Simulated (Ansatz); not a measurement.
The parent structure is PbSe in the rock salt structure (space group Fm-3m, No. 225).

```xyz
2
Lattice="0.0000 3.0508 3.0508 3.0508 0.0000 3.0508 3.0508 3.0508 0.0000" Properties=species:S:1:pos:R:3 pbc="T T T"
Pb     0.0000     0.0000     0.0000
Se     3.0508     3.0508     3.0508
```

Level of theory: DFT with PBEsol, PAW potentials and a 420 eV plane-wave cutoff in Ansatz (a first-principles code), spin-orbit coupling left out.

One change was made to it. Results:

The valley order (the lowest conduction-band minima on the path, energy above the VBM, named in the base's zone) changes from L along ⟨111⟩ 0.17 eV; a point along ⟨110⟩, about 0.6 Å⁻¹ from Γ 1.03 eV to L along ⟨111⟩ 0.30 eV; a point along ⟨110⟩, about 0.6 Å⁻¹ from Γ 1.12 eV; the volume per atom increases by 1.194 Å³, from 28.39 Å³ to 29.59 Å³.

Which change produced these results?
A. pressure 2.1 GPa
B. pressure −1 GPa
C. pressure −2 GPa
D. pressure 0.9 GPa

C, pressure −2 GPa. For comparison, the valley order in the other runs: pressure 2.1 GPa gives L along ⟨111⟩ 0.04 eV; a point along ⟨110⟩, about 0.6 Å⁻¹ from Γ 0.94 eV; pressure −1 GPa gives L along ⟨111⟩ 0.23 eV; a point along ⟨110⟩, about 0.6 Å⁻¹ from Γ 1.08 eV; pressure 0.9 GPa gives L along ⟨111⟩ 0.11 eV; a point along ⟨110⟩, about 0.6 Å⁻¹ from Γ 0.99 eV.

With Pb present, leaving out spin-orbit coupling can change the band edges. The levels and masses belong to the bands next to the band gap. Load acts through the strain it causes; cell and atoms are relaxed under it. Whether these cells are dynamically stable was not tested. The final runs are not spin-polarised.
